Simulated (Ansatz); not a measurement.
# KMgF3: energy against strain

KMgF3 (cubic perovskite, Pm-3m, 12.717 Å³/atom at rest, cube axes along x, y and z) under a strain ε along a cube axis (axis z), the other axes held. PBEsol in Ansatz, a plane-wave DFT program (PAW, default set), 420 eV, 8×8×8 Γ-centred mesh, Fermi-Dirac smearing 0.05 eV; ions are relaxed within the symmetry of each cell.

Here s stands for strain and y for E less E0.

| strain (%) | E less E0 (meV/atom) |
|---|---|
| -3.00 | ? |
| -1.20 | 0.87 |
| -0.60 | 0.22 |
| 0.00 | 0.00 |
| 0.60 | 0.20 |
| 1.20 | 0.77 |

Fit y of the 5 rows that show it with a parabola. Least squares gives y = 0.003 - 0.0367·s + 0.5675·s². Residuals (row less fit): 0.006, -0.009, -0.003, 0.015, -0.006; standard error 0.014 (degrees of freedom: 2). Twice the quadratic coefficient over the volume, 2 × 0.5675 meV × 10⁴ × 0.1602 / 12.717 Å³, is the elastic constant C11 = 143 ± 3 GPa.

Q: Estimate the missing y (s = -3.00); what did the run itself give?

A: y = 0.003 - 0.0367 × (-3.0) + 0.5675 × (-3.0)² = 5.221 meV/atom. The calculation gives 5.53 meV/atom, 0.309 meV/atom above the prediction (5.6 % of the range of y in the table). The row lies outside the fitted rows, so this is an extrapolation. From the scatter of the fitted rows alone, a prediction at this place has a standard error of 0.089 meV/atom, so the miss is 3.5 times that.

One order more, fitted to all 11 runs of the series, follows each within 0.02, so the miss is the next term of a smooth law. The primitive cell can neither tilt nor turn polar against its symmetry, as such crystals can under strain. Rows are the converged runs of the series near zero and its far end; series whose fitted rows scatter by over a few per cent of the range, as at a crossing or softening among them, aren't shown in this form. Most that stay on the fit to the last digits aren't either.
